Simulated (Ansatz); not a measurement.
S on the 1x1 (111) surface of fcc Pd, one in a 2x2 cell, energies for each (26.9 Å²). Energies are against ⅛ S8(g), without zero-point or thermal terms; each row is named by its start.

Method: PBE (plane waves to 420 eV, PAW; Ansatz, a program for electronic structure).

Problem. Which site binds most strongly?
A. hollow Pd-Pd-Pd over Pd at depth 4.5 Å
B. top Pd
C. hollow Pd-Pd-Pd over Pd at depth 2.3 Å

Solution. A, hollow Pd-Pd-Pd over Pd at depth 4.5 Å. Adsorption energies: hollow Pd-Pd-Pd over Pd at depth 4.5 Å -1.90 eV; hollow Pd-Pd-Pd over Pd at depth 2.3 Å -1.82 eV; top Pd -0.03 eV.
